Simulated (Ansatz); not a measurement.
Be₂C (Fm-3m), PBE, rigid bands (Ansatz, a quantum-chemistry and plane-wave program). Condition of this run: functional PBE, cell relaxed with it. Band gap 1.17 eV, N_c = 1.52e19 cm⁻³ and N_v = 4.87e19 cm⁻³ at 300 K, conductivity masses of 0.304 mₑ (electrons) and 0.432 mₑ (holes). Take k_BT = 0.02585 eV.

Task: What built-in voltage has an abrupt junction with N_A = 1e16 and N_D = 1e17 cm⁻³, all dopants ionised?

Result: V_bi = E_g/e − (k_BT/e) ln(N_c N_v/(N_A N_D)) = 1.17 − 0.02585 × 13.51 = 0.82 V, for the computed gap.

Task: Find the intrinsic carrier density and the intrinsic Fermi level.

Result: n_i = √(N_c N_v) exp(−E_g/2k_BT) = 2.72e19 × exp(−22.63) = 4.0e9 cm⁻³. The level lies (k_BT/2) ln(N_v/N_c) = 15 meV from mid-gap (positive towards the conduction band). Each 0.1 eV added to the gap lowers n_i by a factor of 6.9.

Task: A film of it is 3 nm thick. Estimate the confinement energies in an infinite well.

Result: ħ²π²/(2m t²) = 0.376 eV·nm²/(m/mₑ × t²) gives 137 meV for electrons and 96.7 meV for holes, so the gap would widen to about 1.40 eV. Finite barriers and nonparabolic bands lower this, and with several valleys or bands the heaviest mass along the normal sets the lowest level, not this average.

Rigid bands with the computed gap; masses take one relaxation time for all states. Spin-orbit coupling is left out.

Formula and space group known from diffraction (Crystallography Open Database), not checked to be the room-temperature form: Be2C (Fm-3m).
